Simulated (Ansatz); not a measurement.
System: interstitial P in silicon (charge state -1). Computed with PBE, PAW (plane waves to 420 eV; Ansatz, a program for electronic structure).

Settings: 216 host sites, the relaxed PBE lattice, one k-point at (0.250, 0.250, 0.250), smearing 0.01 eV, spin-restricted, no image-charge correction. No zero-point or tunnelling terms. The charge state is imposed; whether it is stable for some Fermi level was not computed. Sites that were not tried may lie lower.

Barriers: single points on a 2×2×2 k-point mesh shifted by half a step at the bands' geometries.

Relaxed starting cell (atoms counted from 1):

```yaml
crystal:
  lattice:
    - [16.41000, 0.00000, 0.00000]
    - [0.00000, 16.41000, 0.00000]
    - [0.00000, 0.00000, 16.41000]
  atoms:
    - { symbol: Si, position: [0.00117, 0.99904, 0.16491] }
    - { symbol: Si, position: [0.99933, 0.99988, 0.49951] }
    - { symbol: Si, position: [0.99333, 0.00102, 0.82402] }
    - { symbol: Si, position: [0.99952, 0.33277, 0.16546] }
    - { symbol: Si, position: [0.99930, 0.33335, 0.49910] }
    - { symbol: Si, position: [0.99822, 0.33410, 0.83283] }
    - { symbol: Si, position: [0.99975, 0.66629, 0.16717] }
    - { symbol: Si, position: [0.99935, 0.66614, 0.49997] }
    - { symbol: Si, position: [0.99949, 0.66663, 0.83301] }
    - { symbol: Si, position: [0.33850, 0.99880, 0.17228] }
    - { symbol: Si, position: [0.33304, 0.99978, 0.49983] }
    - { symbol: Si, position: [0.33338, 0.00011, 0.83299] }
    - { symbol: Si, position: [0.33245, 0.33247, 0.16663] }
    - { symbol: Si, position: [0.33238, 0.33312, 0.49997] }
    - { symbol: Si, position: [0.33265, 0.33296, 0.83373] }
    - { symbol: Si, position: [0.33328, 0.66574, 0.16701] }
    - { symbol: Si, position: [0.33303, 0.66600, 0.50068] }
    - { symbol: Si, position: [0.33262, 0.66688, 0.83375] }
    - { symbol: Si, position: [0.66681, 0.99978, 0.16652] }
    - { symbol: Si, position: [0.66550, 0.99959, 0.49936] }
    - { symbol: Si, position: [0.66626, 0.00012, 0.83325] }
    - { symbol: Si, position: [0.66577, 0.33347, 0.16673] }
    - { symbol: Si, position: [0.66604, 0.33326, 0.49972] }
    - { symbol: Si, position: [0.66525, 0.33398, 0.83290] }
    - { symbol: Si, position: [0.66660, 0.66645, 0.16683] }
    - { symbol: Si, position: [0.66618, 0.66657, 0.50011] }
    - { symbol: Si, position: [0.66653, 0.66722, 0.83364] }
    - { symbol: Si, position: [0.08231, 0.24964, 0.08104] }
    - { symbol: Si, position: [0.08256, 0.24968, 0.41582] }
    - { symbol: Si, position: [0.08204, 0.25182, 0.74821] }
    - { symbol: Si, position: [0.08286, 0.58308, 0.08352] }
    - { symbol: Si, position: [0.08266, 0.58130, 0.41818] }
    - { symbol: Si, position: [0.08269, 0.58318, 0.74979] }
    - { symbol: Si, position: [0.08624, 0.90718, 0.09075] }
    - { symbol: Si, position: [0.08300, 0.91630, 0.41663] }
    - { symbol: Si, position: [0.08273, 0.91706, 0.74859] }
    - { symbol: Si, position: [0.41667, 0.24989, 0.08348] }
    - { symbol: Si, position: [0.41548, 0.24979, 0.41658] }
    - { symbol: Si, position: [0.41584, 0.24983, 0.75001] }
    - { symbol: Si, position: [0.41660, 0.58283, 0.08367] }
    - { symbol: Si, position: [0.41612, 0.58294, 0.41675] }
    - { symbol: Si, position: [0.41568, 0.58339, 0.75033] }
    - { symbol: Si, position: [0.41713, 0.91603, 0.08411] }
    - { symbol: Si, position: [0.41704, 0.91615, 0.41753] }
    - { symbol: Si, position: [0.41660, 0.91646, 0.75008] }
    - { symbol: Si, position: [0.74878, 0.25058, 0.08340] }
    - { symbol: Si, position: [0.74958, 0.25019, 0.41614] }
    - { symbol: Si, position: [0.74819, 0.25058, 0.74913] }
    - { symbol: Si, position: [0.74971, 0.58356, 0.08325] }
    - { symbol: Si, position: [0.74947, 0.58334, 0.41658] }
    - { symbol: Si, position: [0.74933, 0.58389, 0.74987] }
    - { symbol: Si, position: [0.75074, 0.91701, 0.08309] }
    - { symbol: Si, position: [0.74948, 0.91672, 0.41644] }
    - { symbol: Si, position: [0.74981, 0.91664, 0.75033] }
    - { symbol: Si, position: [0.99203, 0.17591, 0.99651] }
    - { symbol: Si, position: [0.99967, 0.16611, 0.33204] }
    - { symbol: Si, position: [0.99865, 0.16708, 0.66561] }
    - { symbol: Si, position: [0.99924, 0.50003, 0.99990] }
    - { symbol: Si, position: [0.99952, 0.49955, 0.33305] }
    - { symbol: Si, position: [0.99910, 0.50029, 0.66616] }
    - { symbol: Si, position: [0.00171, 0.83350, 0.00044] }
    - { symbol: Si, position: [0.99939, 0.83254, 0.33398] }
    - { symbol: Si, position: [0.99927, 0.83321, 0.66608] }
    - { symbol: Si, position: [0.33415, 0.16602, 0.00003] }
    - { symbol: Si, position: [0.33244, 0.16646, 0.33294] }
    - { symbol: Si, position: [0.33268, 0.16666, 0.66615] }
    - { symbol: Si, position: [0.33298, 0.49993, 0.00008] }
    - { symbol: Si, position: [0.33287, 0.49922, 0.33341] }
    - { symbol: Si, position: [0.33245, 0.49972, 0.66709] }
    - { symbol: Si, position: [0.33451, 0.83130, 0.00072] }
    - { symbol: Si, position: [0.33365, 0.83252, 0.33459] }
    - { symbol: Si, position: [0.33275, 0.83328, 0.66692] }
    - { symbol: Si, position: [0.66613, 0.16682, 0.99979] }
    - { symbol: Si, position: [0.66631, 0.16638, 0.33328] }
    - { symbol: Si, position: [0.66524, 0.16695, 0.66574] }
    - { symbol: Si, position: [0.66458, 0.50180, 0.00010] }
    - { symbol: Si, position: [0.66618, 0.49977, 0.33330] }
    - { symbol: Si, position: [0.66600, 0.50016, 0.66663] }
    - { symbol: Si, position: [0.66695, 0.83344, 0.00021] }
    - { symbol: Si, position: [0.66663, 0.83291, 0.33318] }
    - { symbol: Si, position: [0.66618, 0.83331, 0.66729] }
    - { symbol: Si, position: [0.08293, 0.08209, 0.24922] }
    - { symbol: Si, position: [0.08244, 0.08358, 0.58286] }
    - { symbol: Si, position: [0.06173, 0.10377, 0.89273] }
    - { symbol: Si, position: [0.08250, 0.41601, 0.24954] }
    - { symbol: Si, position: [0.08227, 0.41688, 0.58272] }
    - { symbol: Si, position: [0.08233, 0.41671, 0.91637] }
    - { symbol: Si, position: [0.08278, 0.74515, 0.25514] }
    - { symbol: Si, position: [0.08264, 0.74972, 0.58308] }
    - { symbol: Si, position: [0.08284, 0.74933, 0.91687] }
    - { symbol: Si, position: [0.41956, 0.08311, 0.25371] }
    - { symbol: Si, position: [0.41617, 0.08325, 0.58323] }
    - { symbol: Si, position: [0.41694, 0.08294, 0.91660] }
    - { symbol: Si, position: [0.41597, 0.41589, 0.25000] }
    - { symbol: Si, position: [0.41558, 0.41668, 0.58331] }
    - { symbol: Si, position: [0.41623, 0.41661, 0.91675] }
    - { symbol: Si, position: [0.41647, 0.74957, 0.25027] }
    - { symbol: Si, position: [0.41623, 0.74965, 0.58392] }
    - { symbol: Si, position: [0.41736, 0.74876, 0.91755] }
    - { symbol: Si, position: [0.74971, 0.08345, 0.24992] }
    - { symbol: Si, position: [0.74749, 0.08382, 0.58113] }
    - { symbol: Si, position: [0.74959, 0.08365, 0.91641] }
    - { symbol: Si, position: [0.74951, 0.41659, 0.24981] }
    - { symbol: Si, position: [0.74924, 0.41688, 0.58309] }
    - { symbol: Si, position: [0.74636, 0.41976, 0.91612] }
    - { symbol: Si, position: [0.75018, 0.75003, 0.24967] }
    - { symbol: Si, position: [0.74930, 0.75027, 0.58350] }
    - { symbol: Si, position: [0.75048, 0.75074, 0.91659] }
    - { symbol: Si, position: [0.19011, 0.97917, 0.02106] }
    - { symbol: Si, position: [0.16636, 0.99944, 0.33314] }
    - { symbol: Si, position: [0.16617, 0.00017, 0.66582] }
    - { symbol: Si, position: [0.16590, 0.33378, 0.99990] }
    - { symbol: Si, position: [0.16617, 0.33236, 0.33226] }
    - { symbol: Si, position: [0.16524, 0.33435, 0.66540] }
    - { symbol: Si, position: [0.16638, 0.66640, 0.00043] }
    - { symbol: Si, position: [0.16664, 0.66335, 0.33642] }
    - { symbol: Si, position: [0.16602, 0.66649, 0.66653] }
    - { symbol: Si, position: [0.49989, 0.99953, 0.00034] }
    - { symbol: Si, position: [0.50166, 0.99927, 0.33527] }
    - { symbol: Si, position: [0.49953, 0.99984, 0.66658] }
    - { symbol: Si, position: [0.49968, 0.33338, 0.00013] }
    - { symbol: Si, position: [0.49925, 0.33284, 0.33346] }
    - { symbol: Si, position: [0.49884, 0.33346, 0.66653] }
    - { symbol: Si, position: [0.50006, 0.66622, 0.00050] }
    - { symbol: Si, position: [0.49966, 0.66623, 0.33351] }
    - { symbol: Si, position: [0.49944, 0.66643, 0.66719] }
    - { symbol: Si, position: [0.83356, 0.00104, 0.99980] }
    - { symbol: Si, position: [0.83285, 0.99966, 0.33306] }
    - { symbol: Si, position: [0.82906, 0.99999, 0.66324] }
    - { symbol: Si, position: [0.82762, 0.33795, 0.99999] }
    - { symbol: Si, position: [0.83308, 0.33308, 0.33258] }
    - { symbol: Si, position: [0.83248, 0.33354, 0.66628] }
    - { symbol: Si, position: [0.83322, 0.66710, 0.00026] }
    - { symbol: Si, position: [0.83296, 0.66652, 0.33325] }
    - { symbol: Si, position: [0.83275, 0.66721, 0.66678] }
    - { symbol: Si, position: [0.24818, 0.24811, 0.24807] }
    - { symbol: Si, position: [0.24888, 0.25002, 0.58317] }
    - { symbol: Si, position: [0.24983, 0.24994, 0.91796] }
    - { symbol: Si, position: [0.24964, 0.58253, 0.25039] }
    - { symbol: Si, position: [0.24927, 0.58274, 0.58353] }
    - { symbol: Si, position: [0.24945, 0.58318, 0.91686] }
    - { symbol: Si, position: [0.25074, 0.91545, 0.25159] }
    - { symbol: Si, position: [0.24975, 0.91657, 0.58318] }
    - { symbol: Si, position: [0.25350, 0.91225, 0.91427] }
    - { symbol: Si, position: [0.58295, 0.24997, 0.25018] }
    - { symbol: Si, position: [0.58200, 0.25032, 0.58285] }
    - { symbol: Si, position: [0.58270, 0.25012, 0.91653] }
    - { symbol: Si, position: [0.58297, 0.58309, 0.24998] }
    - { symbol: Si, position: [0.58264, 0.58337, 0.58340] }
    - { symbol: Si, position: [0.58243, 0.58424, 0.91664] }
    - { symbol: Si, position: [0.58358, 0.91645, 0.25005] }
    - { symbol: Si, position: [0.58310, 0.91660, 0.58370] }
    - { symbol: Si, position: [0.58331, 0.91655, 0.91687] }
    - { symbol: Si, position: [0.91594, 0.24951, 0.24885] }
    - { symbol: Si, position: [0.91582, 0.25050, 0.58247] }
    - { symbol: Si, position: [0.90850, 0.25701, 0.91542] }
    - { symbol: Si, position: [0.91615, 0.58312, 0.24996] }
    - { symbol: Si, position: [0.91580, 0.58365, 0.58336] }
    - { symbol: Si, position: [0.91606, 0.58360, 0.91662] }
    - { symbol: Si, position: [0.91733, 0.91705, 0.25033] }
    - { symbol: Si, position: [0.91564, 0.91686, 0.58288] }
    - { symbol: Si, position: [0.91933, 0.91933, 0.91744] }
    - { symbol: Si, position: [0.16529, 0.16375, 0.16340] }
    - { symbol: Si, position: [0.16591, 0.16655, 0.49943] }
    - { symbol: Si, position: [0.16841, 0.17084, 0.82927] }
    - { symbol: Si, position: [0.16615, 0.49950, 0.16669] }
    - { symbol: Si, position: [0.16613, 0.49885, 0.50034] }
    - { symbol: Si, position: [0.16592, 0.49993, 0.83330] }
    - { symbol: Si, position: [0.16735, 0.82610, 0.17426] }
    - { symbol: Si, position: [0.16624, 0.83300, 0.50007] }
    - { symbol: Si, position: [0.16479, 0.83313, 0.83290] }
    - { symbol: Si, position: [0.49988, 0.16625, 0.16711] }
    - { symbol: Si, position: [0.49907, 0.16649, 0.49967] }
    - { symbol: Si, position: [0.49957, 0.16656, 0.83303] }
    - { symbol: Si, position: [0.49940, 0.49945, 0.16695] }
    - { symbol: Si, position: [0.49936, 0.49975, 0.50012] }
    - { symbol: Si, position: [0.49924, 0.50035, 0.83349] }
    - { symbol: Si, position: [0.50028, 0.83261, 0.16693] }
    - { symbol: Si, position: [0.49992, 0.83277, 0.50076] }
    - { symbol: Si, position: [0.49957, 0.83310, 0.83389] }
    - { symbol: Si, position: [0.83244, 0.16606, 0.16543] }
    - { symbol: Si, position: [0.83270, 0.16664, 0.49920] }
    - { symbol: Si, position: [0.83119, 0.16763, 0.83205] }
    - { symbol: Si, position: [0.83278, 0.49999, 0.16661] }
    - { symbol: Si, position: [0.83278, 0.50001, 0.49979] }
    - { symbol: Si, position: [0.83236, 0.50060, 0.83311] }
    - { symbol: Si, position: [0.83393, 0.83361, 0.16682] }
    - { symbol: Si, position: [0.83259, 0.83313, 0.49981] }
    - { symbol: Si, position: [0.83467, 0.83497, 0.83456] }
    - { symbol: Si, position: [0.25872, 0.08203, 0.08941] }
    - { symbol: Si, position: [0.24952, 0.08297, 0.41647] }
    - { symbol: Si, position: [0.24976, 0.08302, 0.74938] }
    - { symbol: Si, position: [0.24975, 0.41647, 0.08327] }
    - { symbol: Si, position: [0.24911, 0.41587, 0.41622] }
    - { symbol: Si, position: [0.24903, 0.41622, 0.75014] }
    - { symbol: Si, position: [0.24992, 0.74902, 0.08452] }
    - { symbol: Si, position: [0.24987, 0.74913, 0.41753] }
    - { symbol: Si, position: [0.24905, 0.75013, 0.75011] }
    - { symbol: Si, position: [0.58325, 0.08322, 0.08344] }
    - { symbol: Si, position: [0.58341, 0.08349, 0.41727] }
    - { symbol: Si, position: [0.58291, 0.08332, 0.74973] }
    - { symbol: Si, position: [0.58279, 0.41697, 0.08341] }
    - { symbol: Si, position: [0.58265, 0.41653, 0.41658] }
    - { symbol: Si, position: [0.58210, 0.41710, 0.74974] }
    - { symbol: Si, position: [0.58368, 0.74977, 0.08346] }
    - { symbol: Si, position: [0.58304, 0.74984, 0.41672] }
    - { symbol: Si, position: [0.58278, 0.74999, 0.75040] }
    - { symbol: Si, position: [0.91787, 0.08407, 0.08159] }
    - { symbol: Si, position: [0.91624, 0.08332, 0.41596] }
    - { symbol: Si, position: [0.91050, 0.08431, 0.74427] }
    - { symbol: Si, position: [0.91558, 0.41683, 0.08302] }
    - { symbol: Si, position: [0.91593, 0.41665, 0.41615] }
    - { symbol: Si, position: [0.91574, 0.41738, 0.74947] }
    - { symbol: Si, position: [0.91731, 0.75035, 0.08323] }
    - { symbol: Si, position: [0.91605, 0.74964, 0.41698] }
    - { symbol: Si, position: [0.91612, 0.75063, 0.75030] }
    - { symbol: P, position: [0.07294, 0.04172, 0.01011] }
```
Cell charge -1.

End state 1 differs by these moves (Å; atoms that move under 0.08 Å are left out):

```json
[
 {"atom": "70", "element": "Si", "Δx": "0.06", "Δy": "-0.06", "Δz": "0.01"},
 {"atom": "144", "element": "Si", "Δx": "0.08", "Δy": "-0.03", "Δz": "0.06"},
 {"atom": "190", "element": "Si", "Δx": "-0.07", "Δy": "0.06", "Δz": "-0.02"},
 {"atom": "217", "element": "P", "Δx": "0.02", "Δy": "-0.85", "Δz": "-0.83"}
]
```

**Question.** What is the computed forward and backward barriers to end state 1 (PBE, PAW)?

**Answer.** forward 0.085 eV, backward 0.085 eV; at the saddle point atom 217 has neighbours Si at 2.15, Si at 2.20, Si at 2.62 Å. The program found a first-order saddle point.

End state 2 differs by these moves (Å; atoms that move under 0.08 Å are left out):

```
atom  element     Δx     Δy     Δz
----  -------  -----  -----  -----
70         Si   0.06  -0.06   0.01
144        Si   0.08  -0.03   0.06
190        Si  -0.07   0.06  -0.02
217         P   0.02  -0.84  -0.83
```

**Question.** Give the forward and backward barriers to end state 2 at the level PBE, PAW.

**Answer.** forward 0.085 eV, backward 0.085 eV; at the saddle point atom 217 has neighbours Si at 2.15, Si at 2.20, Si at 2.62 Å. The program found a first-order saddle point.
